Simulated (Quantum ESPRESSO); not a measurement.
Worked example: self-consistent single point of N₂ (Pa-3, 8 atoms in the cell) in Quantum ESPRESSO.

Method: revPBE, PseudoDojo standard norm-conserving (PBE) pseudopotentials (plane waves; Quantum ESPRESSO 7.5).

```
N2
1.0
    5.48212     0.00000     0.00000
    0.00000     5.48212     0.00000
    0.00000     0.00000     5.48212
N
8
Cartesian
  0.31467   0.31467   0.31467
  5.16744   5.16744   5.16744
  2.42638   5.16744   3.05573
  3.05573   0.31467   2.42638
  3.05573   2.42638   5.16744
  2.42638   3.05573   0.31467
  5.16744   3.05573   2.42638
  0.31467   2.42638   3.05573
```

Reference input (self-consistent single point, DFT, revPBE, plane waves, PseudoDojo standard norm-conserving (PBE) pseudopotentials): ecutwfc = 85 Ry; occupations = fixed; input_dft = revpbe; potentials = {N: N.upf}; K_POINTS = automatic 5 5 5 1 1 1; nbnd = 22; conv_thr = 1e-10 Ry; mixing_beta = 0.7. This run's input differs from it in these lines:

```diff
@@ -34,3 +34,3 @@
 K_POINTS {automatic}
-5 5 5  1 1 1
+8 8 8  1 1 1
 CELL_PARAMETERS {angstrom}
```

Output (repeated stretches shortened):

```
     Self-consistent Calculation

     iteration #  1     ecut=    85.00 Ry     beta= 0.70

---- Real-time Memory Report at c_bands before calling an iterative solver
           228 MiB given to the printing process from OS
           191 MiB allocation reported by mallinfo(arena+hblkhd)
------------------

     total energy              =    -166.07330330 Ry
     estimated scf accuracy    <       0.59207512 Ry

     iteration #  2     ecut=    85.00 Ry     beta= 0.70

---- Real-time Memory Report at c_bands before calling an iterative solver
           258 MiB given to the printing process from OS
   [... lines left out ...]

---- Real-time Memory Report at c_bands before calling an iterative solver
           279 MiB given to the printing process from OS
           252 MiB allocation reported by mallinfo(arena+hblkhd)
------------------

     total energy              =    -166.15840429 Ry
     estimated scf accuracy    <          2.6E-10 Ry

     iteration #  9     ecut=    85.00 Ry     beta= 0.70

---- Real-time Memory Report at c_bands before calling an iterative solver
           282 MiB given to the printing process from OS
           256 MiB allocation reported by mallinfo(arena+hblkhd)
------------------
     End of self-consistent calculation

     highest occupied, lowest unoccupied level (ev):    -5.0746    2.4316

!    total energy              =    -166.15840429 Ry
     estimated scf accuracy    <          7.0E-12 Ry

     convergence has been achieved in   9 iterations

     Forces acting on atoms (cartesian axes, Ry/au):

     atom    1 type  1   force =     0.03815889    0.03815889    0.03815889
     atom    2 type  1   force =    -0.03815889   -0.03815889   -0.03815889
     atom    3 type  1   force =    -0.03815889   -0.03815889    0.03815889
     atom    4 type  1   force =     0.03815889    0.03815889   -0.03815889
     atom    5 type  1   force =     0.03815889   -0.03815889   -0.03815889
     atom    6 type  1   force =    -0.03815889    0.03815889    0.03815889
   [... lines left out ...]

     Total force =     0.186940     Total SCF correction =     0.000005

          total   stress  (Ry/bohr**3)                   (kbar)     P=       42.66
   0.00029000   0.00000000   0.00000000           42.66        0.00        0.00
   0.00000000   0.00029000   0.00000000            0.00       42.66        0.00
   0.00000000   0.00000000   0.00029000            0.00        0.00       42.66

   JOB DONE.
```

The run converged in 9 iterations. Against the reference run the free energy hardly moves (within 1 meV/atom), the pressure stays at 4.27 GPa, the largest force stays at 1.699 eV/Å and the gap on the mesh goes from 7.553 to 7.506 eV.

The starting cell comes from a database of computed structures (which also holds hypothetical and non-ambient phases and stackings), without a prior relaxation at this level. Its lattice was rescaled by a random factor within 2.5 % of one. With a pressure of about 4 GPa the cell is away from its equilibrium volume at this level. Forces in this geometry exceed 1 eV/Å. The shifted mesh does not hold Γ, so a gap read on it misses any band edge there.

Cost on one core of a shared machine: roughly 2 min.
